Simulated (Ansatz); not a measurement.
Start from Pb in the fcc (Cu type) structure (space group Fm-3m, No. 225; a = 4.934 Å; relaxed with 0.1 eV smearing).

All numbers come from PBEsol in Ansatz (plane waves to 420 eV, PAW, no spin-orbit coupling).

Base values:

| Quantity | Value |
|---|---|
| Pressure | 0.0 GPa |
| Band gap | zero |

Modification: the cell is scaled by 1.0250 in all directions, atoms relaxed at fixed cell.

Task: Estimate the effect on the energy relative to the base.

Result: The energy increases by 23 meV/atom.

Task: What happens to the pressure?

Result: The pressure goes from zero to -2.9 GPa.

Task: Estimate the effect on the band gap.

Result: The band gap stays zero.

The cells carry an imposed strain or load. No phonon test of stability was made.

Ansatz is a program for electronic structure.
